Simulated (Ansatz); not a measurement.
Functionals compared on the (331) surface of bcc Ta in its 1x1 cell, outermost plane spacing 0.38 Å in the ideal cut, in Ansatz (plane waves, PAW). The structure was relaxed with PBE; the other rows are single points on it, each with its references at the same level. Cutoff 420 eV (500 eV for r2SCAN).

Slab: 28 atoms, 10.3 Å thick at the start (thin: gaps and levels are the slab's own); k 8x4x1, smearing 0.1 eV, dipole-corrected; all atoms relaxed; no symmetry held; no spin, no spin-orbit, no U. These notes are the PBE run's.

| functional | surface energy (J/m²) | work function of the top face (eV) | rough cost of the single point |
|---|---|---|---|
| PBE | 2.59 | 4.28 | – |
| LDA | 2.88 | 4.53 | about 6 core-minutes (a rough figure) |
| PBEsol | 2.83 | 4.37 | very roughly 6 core-minutes |
| RPBE | ___ | ___ | roughly 6 core-minutes |
| r2SCAN | 2.80 | 4.32 | roughly 11 core-minutes |

What belongs in the gaps?


- RPBE, surface energy (J/m²): 2.44
- RPBE, work function of the top face (eV): 4.15

Ansatz is a program for electronic structure.
